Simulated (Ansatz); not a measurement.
**InSb, response to strain**

Consider InSb in the zinc blende structure (space group F-43m, No. 216; a = 6.5189 Å).

Strains are applied to the cell and any free atomic positions relax.

All numbers come from PBEsol/PAW in Ansatz (a program for electronic structure), spin-orbit coupling left out.

Notes on the quantities. energy relative to the base: free energy F.

| variant | energy relative to the base | shortest interatomic distance | band gap |
|---|---|---|---|
| base | 0 meV/atom | 2.823 Å | zero |
| isotropic strain −3.00 % | +42 meV/atom | 2.738 Å | 0.15 eV |
| isotropic strain −2.00 % | ___ | 2.766 Å | zero |
| isotropic strain −1.50 % | +9.9 meV/atom | 2.780 Å | zero |
| isotropic strain +0.50 % | +1.0 meV/atom | 2.837 Å | zero |
| isotropic strain +1.00 % | ___ | 2.851 Å | zero |
| isotropic strain +1.50 % | +8.8 meV/atom | 2.865 Å | zero |
| isotropic strain +2.00 % | +15 meV/atom | 2.879 Å | zero |
| isotropic strain +2.50 % | +24 meV/atom | 2.893 Å | zero |
| isotropic strain +3.00 % | +33 meV/atom | 2.907 Å | zero |

Question: Some entries are withheld; estimate them.

Answer: 
- isotropic strain −2.00 %, energy relative to the base: +18 meV/atom
- isotropic strain +1.00 %, energy relative to the base: +4.0 meV/atom

Spin-orbit coupling, missing from the scalar runs, can matter with Sb. Whether these cells are dynamically stable was not tested. All final runs are without spin polarisation. A zero or small gap of InSb can be the functional's error rather than a property of the material.
